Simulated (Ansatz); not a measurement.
Start from NaHF₂ (space group R-3m, No. 166; a = 3.427 Å, c = 13.714 Å (hexagonal axes)).

Method: r2SCAN (Ansatz, a program for electronic structure; PAW; 500 eV plane waves; no spin-orbit coupling), earlier PAW set.

For the base:

```
Item                         Result
-------------------  --------------
Electron mass        0.62 mₑ (at Γ)
Band gap                    7.82 eV
Smallest direct gap         7.89 eV
Volume per atom            11.62 Å³
```

It is then changed as follows: a hydrostatic pressure of 7.5 GPa.

Predict the new electron mass.

The electron mass becomes 0.61 mₑ (at Γ) (base: 0.62 mₑ (at Γ)).

What happens to the band gap?

The band gap grows by 0.59 eV to 8.41 eV.

How does this affect the smallest direct gap?

The smallest direct gap increases by 0.724 eV to 8.62 eV.

What happens to the volume per atom?

The volume per atom falls by 1.67 Å³ (11.62 Å³ → 9.95 Å³).

Load acts through the strain it causes; cell and atoms are relaxed under it. Masses are band curvatures over ±0.01 Å⁻¹ around the edge. Whether these cells are dynamically stable was not tested. No other phases were tried under pressure.
